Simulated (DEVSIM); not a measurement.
Device: Cr/SiO2/p-Si capacitor, at 250 K.

```csv
layer (left to right),material,thickness (nm),Na (cm⁻³)
1,SiO2,30.0,-
2,Si,1700,1.2e17
```

Metal gate on the left, work function 4.5 eV. Fixed charge at the semiconductor interface 1.8e11 cm⁻² (in units of +e); no interface traps.

The device is made up for the run: typed textbook-type constants, with dimensions and the other settings drawn at random. Values at 300 K; Nc and Nv go as T^1.5, mobilities as T to minus their exponent, the gap by Varshni's rule with the affinity fixed.

```tsv
parameter	SiO2	Si
gap (eV)	9	1.124
affinity (eV)	0.9	4.05
permittivity	3.9	11.7
Nc (cm⁻³)	-	2.86e19
Nv (cm⁻³)	-	3.1e19
Varshni α (eV/K)	-	0.000473
Varshni β (K)	-	636
```

Simulated with DEVSIM: 1D Poisson equation in equilibrium, Boltzmann statistics, complete ionisation; no quantum confinement or tunnelling. Metal contacts follow the ideal Schottky-Mott rule: no Fermi-level pinning, no interface dipoles.

**Question.** Tabulate band edges, carrier densities and field at 0.4 V on the gate.

**Answer.** Energies count from the Fermi level of the right contact; mesh points crowd at the junctions.

| x (μm) | Ec (eV) | Ev (eV) | n (cm⁻³) | p (cm⁻³) | field (V/cm) |
|---|---|---|---|---|---|
| 0.000 | 3.200 | -5.800 | < 1e2 | < 1e2 | 220000 |
| 0.001407 | 3.231 | -5.769 | < 1e2 | < 1e2 | 220000 |
| 0.004385 | 3.298 | -5.702 | < 1e2 | < 1e2 | 220000 |
| 0.01069 | 3.438 | -5.561 | < 1e2 | < 1e2 | 220000 |
| 0.02308 | 3.715 | -5.285 | < 1e2 | < 1e2 | 220000 |
| 0.02739 | 3.812 | -5.189 | < 1e2 | < 1e2 | 220000 |
| 0.02949 | 3.858 | -5.142 | < 1e2 | < 1e2 | 220000 |
| 0.03120 | 0.732 | -0.405 | 39000 | 1.6e11 | 100000 |
| 0.03417 | 0.760 | -0.376 | 10000 | 6.3e11 | 94000 |
| 0.04085 | 0.819 | -0.317 | 660 | 9.7e12 | 82000 |
| 0.05591 | 0.922 | -0.214 | < 1e2 | 1.1e15 | 54000 |
| 0.1088 | 1.021 | -0.115 | < 1e2 | 1.1e17 | 1400 |
| 0.2091 | 1.022 | -0.114 | < 1e2 | 1.2e17 | ≈ 0 |
| 0.4350 | 1.022 | -0.114 | < 1e2 | 1.2e17 | ≈ 0 |
| 1.124 | 1.022 | -0.114 | < 1e2 | 1.2e17 | ≈ 0 |
| 1.462 | 1.022 | -0.114 | < 1e2 | 1.2e17 | ≈ 0 |
| 1.616 | 1.022 | -0.114 | < 1e2 | 1.2e17 | ≈ 0 |
| 1.680 | 1.022 | -0.114 | < 1e2 | 1.2e17 | ≈ 0 |
| 1.714 | 1.022 | -0.114 | < 1e2 | 1.2e17 | ≈ 0 |
| 1.724 | 1.022 | -0.114 | < 1e2 | 1.2e17 | ≈ 0 |
| 1.728 | 1.022 | -0.114 | < 1e2 | 1.2e17 | ≈ 0 |
| 1.730 | 1.022 | -0.114 | < 1e2 | 1.2e17 | ≈ 0 |
